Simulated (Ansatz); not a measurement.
Base system: SnSe2 in the 2H-MoS2 type structure (space group P6_3/mmc, No. 194; a = 3.769 Å, c = 11.291 Å; a hypothetical phase, not in the database extracts checked; layered, stacked along the Cartesian z axis).

Structures relaxed with Kohn–Sham DFT with the PBEsol-D3(BJ) functional, run in Ansatz (an electronic-structure program) with PAW and 420 eV plane waves, spin-orbit coupling left out, earlier PAW set.

Base:

Simulated powder pattern, Cu Kα, λ = 1.54184 Å (kinematic, ideal powder, no thermal factors, no anomalous dispersion; the 8 strongest lines at most, above 2 %, up to 2θ = 90°):

```tsv
2θ (°)	I/Imax (%)	hkl
15.70	9.6	(002)
27.32	37	(100)
36.43	100	(103)
48.29	31	(110)
48.37	8.7	(006)
61.97	21	(203)
70.75	17	(116)
82.22	19	(213)
```

Now apply this change: Ge takes the place of Se on all its sites; the structure is relaxed again.

Problem. Where do the lines fall after the change?

Solution. 
Simulated powder pattern, Cu Kα, λ = 1.54184 Å (kinematic, ideal powder, no thermal factors, no anomalous dispersion; the 8 strongest lines at most, above 2 %, up to 2θ = 90°):

```csv
2θ (°),d (Å),I/Imax (%),hkl
27.73,3.217,40,(100)
28.97,3.083,11,(101)
37.52,2.397,100,(103)
49.05,1.857,33,(110)
63.35,1.468,21,(203)
67.41,1.389,7.5,(107)
73.30,1.292,14,(116)
84.03,1.152,19,(213)
```

The indices refer to each structure's own conventional cell; one index is shown for lines that coincide.

Stability against distortions was not tested. As relaxed here, SnGe2 is a hypothetical phase, not in the database extracts checked. All final runs are without spin polarisation. The program warned that a D3 coordination switch lies within reach, so dispersion energies are less smooth here.
